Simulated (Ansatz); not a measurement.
CdAg4Ge2S7 (Cc, No. 9; cell taken from a computed entry): smallest direct gap on the k points sampled by level of theory

No measured value is used here.

```json
[
 {"level (code)": "LDA (Ansatz)", "value (eV)": "(withheld)"},
 {"level (code)": "PBEsol (Ansatz)", "value (eV)": "(withheld)"},
 {"level (code)": "r²SCAN (Ansatz)", "value (eV)": "1.13"},
 {"level (code)": "r²SCAN+SOC (Ansatz)", "value (eV)": "1.10"},
 {"level (code)": "HSE06 (Ansatz)", "value (eV)": "1.80"},
 {"level (code)": "PBE0 (Ansatz)", "value (eV)": "2.45"}
]
```

Problem. What belongs in the gaps?

Solution. 
- LDA (Ansatz, a first-principles code), value (eV): 0.55
- PBEsol (Ansatz), value (eV): 0.65

Computed values are for a static lattice. Levels without +SOC have no spin–orbit coupling; where heavier elements are present it shifts gaps, mostly down, and can invert bands.  Values are at the PBEsol cell. Cutoffs and k meshes differ between the levels. Ansatz's density-functional and Hartree–Fock values are scalar-relativistic unless marked +SOC, with PAW data made under PBE.
